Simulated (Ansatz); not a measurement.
# K2NaScBr6 (space group Fm-3m, No. 225; a cell from a computed database, its experimental status unchecked)

Space group Fm-3m (No. 225); a = b = c = 10.935 Å, α = β = γ = 90.00°

| atom | site | symmetry | x | y | z |
|---|---|---|---|---|---|
| K | 8c | -43m | 0.2500 | 0.2500 | 0.2500 |
| Na | 4b | m-3m | 0.5000 | 0.5000 | 0.5000 |
| Sc | 4a | m-3m | 0.0000 | 0.0000 | 0.0000 |
| Br | 24e | 4m.m | 0.0000 | 0.0000 | 0.2408 |
(The calculation used a cell of 10 atoms; values per cell refer to that cell.)

Calculations: r2SCAN/PAW in Ansatz (a quantum-chemistry and plane-wave program), no spin-orbit coupling. k-mesh 5×5×5 (Γ-centred); smearing 0.05 eV (Fermi–Dirac).

```yaml
volume_per_atom: 32.69 Å³
density: 3.18 g/cm³
band_gap: 3.53 eV, direct at Γ
total_energy: -2349.061 eV/atom (σ→0; compares only within this code and set-up)
```

Whether these cells are dynamically stable was not tested. All final runs are without spin polarisation.
